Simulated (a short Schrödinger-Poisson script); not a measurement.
Stack: symmetric double-gate stack, SiO2 on p-type GaN, at 300 K.

```tsv
layer	material	thickness (nm)	Na (cm⁻³)
1	SiO2	2.4	-
2	GaN	2	4e16
3	SiO2	2.4	-
```

The device is made up for the run: typed textbook-type constants, with dimensions and the other settings drawn at random. SiO2: permittivity 3.9, conduction-band edge (eV) 3.2, gap (eV) 9, electron mass (mₑ) 0.5. GaN: permittivity 9.5, conduction-band edge (eV) 0, gap (eV) 3.43, Nv at 300 K (cm⁻³) 4.6e19.

Channel valleys (confinement mass, in-plane density-of-states mass, number): Γ 0.2, 0.2, 1. At the gates, both at one voltage, the conduction-band edge of layer 1 lies 3.51 eV − eVg above the Fermi level of the channel. Gaps are held at their typed values at every temperature. Mesh 0.03 nm at interfaces.

Solved with a short Schrödinger-Poisson script written for these runs: 1D Poisson equation in equilibrium, electrons quantum, Hartree (BenDaniel-Duke, 12 states a valley, the channel's in-plane mass for all, wave functions free to enter the dielectric), parabolic valleys, classical holes, full ionisation, no traps, pinning or gate leakage.

The same stack at other levels of the model or other numerical settings:

```tsv
run	sheet density of all electrons at Vg = 1.8 V (cm⁻²)	sheet density of all electrons at Vg = 0.6 V (cm⁻²)	capacitance of both gates at Vg = 1.8 V (μF/cm²)	rough cost against the base
base	1.73e13	9.44e11	2.23	about 1
electrons treated as classical, Boltzmann	2.41e13	(withheld)	(withheld)	0.10
electrons treated as classical, Fermi-Dirac	1.89e13	3.07e12	2.22	0.2
electrons treated as quantum, Hartree plus LDA exchange-correlation	1.83e13	1.30e12	2.27	2
mesh six times as coarse	1.71e13	(withheld)	2.23	0.5
one subband a valley	1.73e13	9.44e11	2.23	0.6
```

Q: What belongs in the gaps?

A: 
- mesh six times as coarse, sheet density of all electrons at Vg = 0.6 V (cm⁻²): 8.13e11
- electrons treated as classical, Boltzmann, sheet density of all electrons at Vg = 0.6 V (cm⁻²): 3.98e12
- electrons treated as classical, Boltzmann, capacitance of both gates at Vg = 1.8 V (μF/cm²): 2.77

The classical rows ignore confinement, and Boltzmann statistics overrate the density once the band edge passes the Fermi level.

In real p-type GaN the Mg acceptor is only partly ionised, and so wide a gap doesn't supply an inversion layer without source and drain.
